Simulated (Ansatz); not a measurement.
Input and output of a self-consistent single point for K3VSe4 (Fmm2, 8 atoms in the cell) (Ansatz, an electronic-structure program).

Method of the run: LDA (PW92), default PAW files made with PBE (plane waves; Ansatz).

The change in words: lattice scaled by 0.98. Reference geometry:
```
K3VSe4
1.0
   -3.52137     3.52137     6.52099
    3.52137    -3.52137     6.52099
    3.52137     3.52137    -6.52099
K V Se
3 1 4
Direct
  0.50383   0.50383   0.00000
  0.75000   0.25000   0.50000
  0.25000   0.75000   0.50000
  0.00000   0.00000   0.00000
  0.28921   0.90979   0.00000
  0.09021   0.09021   0.37942
  0.90979   0.28921   0.00000
  0.71079   0.71079   0.62058
```

Reference input (self-consistent single point, DFT, LDA (PW92), plane waves, default PAW files made with PBE): basis.ecutwfc = 30.9 Ry; kpoints.mp_grid.grid = 3 3 3; hamiltonian.xc = lda; hamiltonian.pseudopotentials = {kind: paw} (the program's default PAW files); scf.occupations.method = fermi_dirac; scf.occupations.width = 0.0037 Ry. This run's input differs from it in these lines:

```diff
@@ -3,5 +3,5 @@
   lattice:
-    - [-3.521374, 3.521374, 6.520993]
-    - [3.521374, -3.521374, 6.520993]
-    - [3.521374, 3.521374, -6.520993]
+    - [-3.450947, 3.450947, 6.390573]
+    - [3.450947, -3.450947, 6.390573]
+    - [3.450947, 3.450947, -6.390573]
   atoms:
```

The program printed (abridged):

```
SCF iter   1: F=—  HF=-28889.320169 eV  |F-HF|=—  |Δ(HF+E_count)|=         —  Δρ=5.22e-3  dr2=1.32e-1  ethr=1.77e-3  ⟨swp⟩=7.4  Hψ=1890  notcnv=0  defer=5
all-band conjugate gradients solve this SCF's bands
preconditioner: auto → Resta (q_TF=auto, 2.281 Å⁻¹)
SCF iter   2: F=—  HF=-28889.357299 eV  |F-HF|=—  |Δ(HF+E_count)|=   3.71e-2  Δρ=1.16e-2  dr2=6.50e-1  ethr=1.27e-4  ⟨swp⟩=3.0  Hψ=949  notcnv=0  defer=25
   [... lines left out ...]
SCF iter   6: F=—  HF=-28889.305426 eV  |F-HF|=—  |Δ(HF+E_count)|=   7.27e-5  Δρ=3.20e-5  dr2=6.24e-6  ethr=6.86e-8  ⟨swp⟩=3.0  Hψ=923  notcnv=0  defer=25
SCF iter   7: F=—  HF=-28889.305428 eV  |F-HF|=—  |Δ(HF+E_count)|=   2.36e-6  Δρ=1.57e-5  dr2=1.48e-6  ethr=6.00e-9  ⟨swp⟩=2.0  Hψ=887  notcnv=0  defer=25
SCF iter   8: F=—  HF=-28889.305428 eV  |F-HF|=—  |Δ(HF+E_count)|=   4.27e-7  Δρ=5.89e-6  dr2=1.83e-7  ethr=1.42e-9  ⟨swp⟩=2.4  Hψ=705  notcnv=0  defer=25
SCF iter   9: F=-28889.305428 eV  HF=-28889.305428 eV  |F-HF|=1.51e-8  |Δ(HF+E_count)|=   8.05e-8  Δρ=1.80e-6  dr2=1.31e-8  ethr=9.62e-11  ⟨swp⟩=10.1  Hψ=1786  notcnv=0
SCF 1 converged in 9 iterations: F = -28889.305428 eV  dr2 = 1.31e-8
Free energy (F): -28889.305428 eV
Internal energy: -28889.305428 eV  (E = F + TS)
E sigma→0 (E₀):  -28889.305428 eV
Entropy (-TS):   -0.000001 eV (-0.000 meV/atom)
Fermi energy:    3.302774 eV
--- Forces (eV/Å), atoms counted from 1 ---
  atom   1  K      0.00000000     0.00000000    -0.03815562
  atom   2  K     -0.00000000    -0.00000000     0.00920442
  atom   3  K      0.00000000    -0.00000000     0.00920442
  atom   4  V     -0.00000000     0.00000000    -0.01387897
  atom   5  Se    -0.14526180     0.14526180     0.13580584
  atom   6  Se     0.15053627     0.15053627    -0.11898232
  atom   7  Se     0.14526180    -0.14526180     0.13580584
  atom   8  Se    -0.15053627    -0.15053627    -0.11898232
--- Stress (GPa, compression-positive) ---
       -0.463605      -0.044804      -0.000000
       -0.044804      -0.463605      -0.000000
       -0.000000       0.000000      -0.361216
  P = ⅓ Tr σ = -0.4295 GPa (-4.295 kbar)
  The stress holds the Pulay correction. Without it, at fixed plane waves, as pw.x and ABINIT print it: P = -0.4443 GPa
```

The run converged in 9 iterations. Against the reference run the free energy goes down by 18.2 meV/atom, the pressure goes from -1.94 to -0.43 GPa, the largest force goes from 0.361 to 0.246 eV/Å and the gap on the mesh goes from 1.355 to 1.421 eV.

The starting cell comes from a database of computed structures (which also holds hypothetical and non-ambient phases and stackings), without a prior relaxation at this level. Its lattice was rescaled by up to half a per cent. One atom was moved a little off its site on purpose. For this run, on top of that: lattice scaled by 0.98. Ansatz's pressure includes its estimate of the finite-basis (Pulay) stress.

Keys are those of Ansatz 0.2.
